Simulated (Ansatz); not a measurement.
Pb2SeS (R-3m, No. 166, 4 atoms in the cell; start mp-1219926) was calculated with PBEsol in Ansatz (PAW).

Settings: plane-wave cutoff 500 eV, 12×12×12 k mesh, gaussian smearing 0.02 eV, scalar-relativistic PAW data made under PBE.

Cell (relaxed at this level):

Space group R-3m, hexagonal axes (No. 166); a = b = 4.2447 Å, c = 20.7906 Å, α = β = 90.00°, γ = 120.00°

| atom | site | symmetry | x | y | z |
|---|---|---|---|---|---|
| Pb | 6c | 3m | 0.0000 | 0.0000 | 0.2468 |
| Se | 3a | -3m | 0.0000 | 0.0000 | 0.0000 |
| S | 3b | -3m | 0.0000 | 0.0000 | 0.5000 |
(The calculation used a cell of 4 atoms; values per cell refer to that cell.)

Question: Estimate the band gap that the calculation returns.

Answer: 
- band gap: 0.17 eV (on the SCF k mesh)

Note: the relaxation could not lower the start's symmetry, so the cell can be a saddle point above a distorted one.

Spin–orbit coupling is not included; with these elements it can move the gap by several tenths of an eV or more.

Static lattice: no zero-point or thermal effects.

The result took around 4 core-minutes (rough).

A start named mp-… is a Materials Project structure, which need not be a measured phase.

Ansatz is a quantum-chemistry and plane-wave program.
